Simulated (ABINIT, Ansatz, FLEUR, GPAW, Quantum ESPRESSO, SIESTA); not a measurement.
## GaNi4Ge3 (R3, 8 atoms in the cell) computed with different codes at matched settings

Self-consistent single point.

```
CELL_PARAMETERS angstrom
      3.30112     1.90590     2.73940
     -3.30112     1.90590     2.73940
      0.00000    -3.81181     2.73940
ATOMIC_POSITIONS crystal
  Ga 0.34352 0.34352 0.34352
  Ni 0.64155 0.64155 0.64155
  Ni 0.35987 0.86109 0.13636
  Ni 0.13636 0.35987 0.86109
  Ni 0.86109 0.13636 0.35987
  Ge 0.65439 0.16090 0.84230
  Ge 0.84230 0.65439 0.16090
  Ge 0.16090 0.84230 0.65439
```

All programs got the same cell, k-point mesh and kind of occupations (in Ansatz's words: kpoints.mp_grid.grid = 4 4 4; scf.occupations.method = gaussian; scf.occupations.width = 0.05 eV); potentials, basis and cutoffs are each program's usual ones.

```tsv
code	model	pressure (GPa)	largest force (eV/Å)	k-points	cutoff
Ansatz	PBEsol, PAW files made with PBE	-5.72	0.087	14	default
SIESTA	GGA PBEsol, numerical atomic orbitals DZP, PseudoDojo PBEsol standard norm-conserving potentials (rewritten from UPF to PSML)	-4.22	0.237	44	grid 400 Ry
GPAW	PBEsol, GPAW PAW datasets PBEsol (made by gpaw-setup)	-4.64	0.121	14	800 eV
ABINIT	PBEsol, norm-conserving pseudopotentials (PseudoDojo nc-sr-04 PBEsol standard)	-5.47	0.091	14	49 Ha
Quantum ESPRESSO	PBEsol, GBRV 1.5 ultrasoft (PBESOL) pseudopotentials	-5.71	0.095	14	50 Ry
FLEUR	PBEsol, all-electron FLAPW (FLEUR), scalar-relativistic valence	–	0.076	14	Kmax 3.8 1/bohr
```

Size of the force on each atom (eV/Å): Sizes of forces hide their directions.

| code | Ga1 | Ni2 | Ni3 | Ni4 | Ni5 | Ge6 | Ge7 | Ge8 |
|---|---|---|---|---|---|---|---|---|
| Ansatz | 0.004 | 0.087 | 0.021 | 0.021 | 0.021 | 0.039 | 0.039 | 0.039 |
| SIESTA | 0.078 | 0.020 | 0.082 | 0.082 | 0.082 | 0.237 | 0.237 | 0.237 |
| GPAW | 0.006 | 0.121 | 0.035 | 0.035 | 0.035 | 0.029 | 0.029 | 0.029 |
| ABINIT | 0.003 | 0.091 | 0.021 | 0.021 | 0.021 | 0.039 | 0.039 | 0.039 |
| Quantum ESPRESSO | 0.005 | 0.095 | 0.024 | 0.024 | 0.024 | 0.038 | 0.038 | 0.038 |
| FLEUR | 0.004 | 0.076 | 0.018 | 0.018 | 0.018 | 0.048 | 0.048 | 0.048 |

A dash marks a value that a program does not give, or that is left out as unsure.

The spread over the programs that give each value: pressure within 1.50 GPa; largest force within 0.161 eV/Å.

The starting cell comes from a database of computed structures (which also holds hypothetical and non-ambient phases and stackings), without a prior relaxation at this level. On Ansatz's run: Spin polarisation is off. In the base run, with a pressure of about -6 GPa the cell is away from its equilibrium volume at this level. Without a gap this mesh is coarse (it stands for a supercell whose shortest vector is 19 Å).

Problem. Why do the programs differ, and what cannot be compared?

Solution. Differences of this kind can come from the potentials, where these differ, and from what each basis and cutoff leave unconverged. The valence holds different numbers of electrons (Ansatz (a program for electronic structure) 127, SIESTA 127, GPAW 79, ABINIT 127, Quantum ESPRESSO 133, FLEUR 119). The zero of total energies and Fermi levels follows the potentials and each program's conventions, so they are not compared here. SIESTA uses small atom-centred bases, whose incompleteness enters pressures, forces and empty levels differently from a plane-wave cutoff. FLEUR treats all electrons, but the usual bases taken here (sphere radii, linearisation, local orbitals, empty states) were not tested for convergence, so the values are no reference for the others. Ansatz's pressure is given at a fixed set of plane waves, as the other plane-wave codes print theirs; with its correction for the finite basis it is -5.65 GPa. The programs reduce the same mesh by symmetry to different extents, which changes the work and not the result. In the pressure, SIESTA (by 1.37) lies more than 1 GPa from the median of the plane-wave programs. In the force vectors, SIESTA (by 0.207) lies more than 0.08 eV/Å from the median of the plane-wave programs.

The shared mesh is coarse (it stands for a supercell whose shortest vector is 19 Å), so the values are not converged in it.

Left out of this page: CP2K (unsound by tests on forces, stress, charge or solver warnings); Elk (not drawn, or without a comparable value).

Keys are those of Ansatz 0.2.
